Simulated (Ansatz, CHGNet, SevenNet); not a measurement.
Lattice constant a of GaSb (model structure, started from the rocksalt type, Fm-3m, No. 225, 2 atoms in the cell) at several levels of theory

No measured value is used here.

```tsv
level (code)	value (Å)
CHGNet 0.3.0	5.821
CHGNet-r²SCAN	5.754
SevenNet-0	5.794
LDA (Ansatz)	5.647
PBE (Ansatz)	5.799
PBEsol (Ansatz)	5.697
PBE-D3(BJ) (Ansatz)	5.710
r²SCAN (Ansatz)	5.740
r²SCAN+rVV10 (Ansatz)	5.713
```

Cutoffs differ between the levels. Ansatz's density-functional and Hartree–Fock values are scalar-relativistic unless marked +SOC, with PAW data made under PBE.

Machine-learned potentials (CHGNet 0.3.0, CHGNet-r²SCAN, SevenNet-0) are trained on DFT data: a solid inside that data is no test of them.

A model structure was made by putting elements into a prototype or built by hand; it is no filed structure, need not be a known phase, and can be a saddle point held by its symmetry.

Ansatz is a program for electronic structure.
